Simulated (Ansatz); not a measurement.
## A constructed model of the (111) surface of fcc Ir, a layer of Fe in place of the third plane (bottom of the slab: a bare face, its two planes held)

Method: PBE (plane waves to 420 eV, PAW; Ansatz, a first-principles code).

Slab: 6 atoms, 11.1 Å thick at the start with caps and adatoms (thin: gaps and levels are the slab's own); k 16x16x1, smearing 0.1 eV, dipole-corrected; 2 atoms held, the rest relaxed; symmetry of the start imposed; spin-polarised, ending with about 2.2 μB a cell; orders that need a larger cell were not tried, no spin-orbit, no U. In PBE it lies 0.29 eV a 1x1 cell over the lowest computed structure of the same composition (a layer of Fe in place of the second plane).

The work function of the top face is 5.53 eV and the energy released by relaxation comes out as 0.069 eV. The magnetic moment of the cell comes out as 2.24 μB. The cost comes out as roughly 4 core-minutes.
